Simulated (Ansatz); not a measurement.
A hypothetical phase is included: elements placed on a structure type, which no database files for this compound.

Inside the gap of an insulator the Bloch states are evanescent, with a wavenumber k + iκ along the transport direction.

Here is the system:

```
CELL_PARAMETERS angstrom
      6.54318     0.00000     0.00000
     -3.27159     5.66656     0.00000
      3.27159     1.88885     1.33562
ATOMIC_POSITIONS crystal
  B  0.75000 0.75000 0.75000
  B  0.25000 0.50000 0.75000
  B  0.50000 0.00000 0.75000
  B  0.50000 0.75000 0.75000
```

The cell was relaxed by PBE-D3(BJ); by r2SCAN it stands under a pressure of 0.9 GPa.

Transport runs along the normal of the first two printed cell vectors, the (111) plane of the conventional cell.

The gap is the functional's own, uncorrected, and κ follows it; spin-orbit coupling is left out. Mid-gap means the computed energy nearest the middle.

Question: Compute, with r2SCAN run with Ansatz (a program for electronic structure), the band gap and the smallest decay constant κ at mid-gap.

Answer: Gap 1.78 eV on a 22×22×22 mesh; κ = 0.270 1/Å, at (0.500, 0.000) of the in-plane reciprocal vectors. At the zone centre the slowest state has κ = 0.30 1/Å.
